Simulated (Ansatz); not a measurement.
**H2O on the 1x1 (101) surface of anatase TiO2 (cut with top plane O), one in a 2x1 cell, started at the site 'top O'**

Host crystal: anatase TiO2, with a band gap (PBE, scalar-relativistic without spin-orbit coupling).

Computed with PBE (plane waves to 420 eV, PAW; Ansatz, a first-principles code).

Slab: 39 atoms, 9.4 Å thick at the start under the adsorbate (thin: gaps and levels are the slab's own); k 3x4x1, smearing 0.01 eV, dipole-corrected; 14 atoms held, the rest relaxed; no symmetry held; no spin, no spin-orbit, no U, no dispersion correction. At the end it is bonded to Ti. In PBE it is, or lies within 0.03 eV of, the lowest of the starts that converged.

The adsorption energy against H2O(g) is -0.61 eV and the gap of the slab on its k-mesh is 2.50 eV. The highest filled level below the top vacuum level comes out as 6.84 eV. The change of the step from the bottom to the top vacuum level, against the clean slab is -0.59 eV and the energy released by relaxation is 4.17 eV. The height of the binding atom over the mean of the host atoms within 0.3 Å of the top one comes out as 1.289 Å and the nearest host atoms of the binding atom is Ti at 2.35 Å, O at 2.79 Å, O at 2.82 Å. The largest move of a host atom is 0.16 Å. The note comes out as in the relaxation the adsorbate left its starting site by 2.6 Å and the cost is about 2.2 core-hours (a rough figure).

A negative adsorption energy means that the adsorbate is more stable on the surface than in its reference.
